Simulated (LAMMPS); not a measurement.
Pressure dependence of SiO2 (quartz) at 1440 K, from the crystal.

Computed with classical MD, pair style vashishta, file SiO.1990.vashishta, run in LAMMPS.

| P (GPa) | state | volume | coordination number of O by Si |
|---|---|---|---|
| 0 | crystal; no diffusion seen in 30 ps | 12.4571 ± 0.0006 Å³/atom | 2.00 (counted to 2.38 Å) |
| 2 | crystal; no diffusion seen in 30 ps | 12.170 ± 0.001 Å³/atom | 2.00 (counted to 2.34 Å) |
| 5 | crystal; no diffusion seen in 30 ps | 11.793 ± 0.001 Å³/atom | 2.00 (counted to 2.34 Å) |

Caution: in nature this polymorph isn't the stable one over the whole range of temperature at this pressure, and short runs keep a crystal in its starting form.

Caution: a run this short can hold a crystal over, or a liquid under, the potential's own melting point, which these runs don't give.

Estimate the isothermal bulk modulus at zero pressure. A parabola P(ln V) through the three points gives −dP/d ln V = 82 GPa at zero pressure.

States go by the mean squared displacement: a species diffuses where it passes 1.5 Å², still rises and gives D over 1e-6 cm²/s; a crystal has left its structure where atoms lie 0.35 Å off their sites on average or a cubic box changes its shape by 3 %, or the axial ratios of another lie 8 % off the starting cell's, which the potential's own relaxation can also do.

The ± values are statistical; the model's systematic error is not in them.
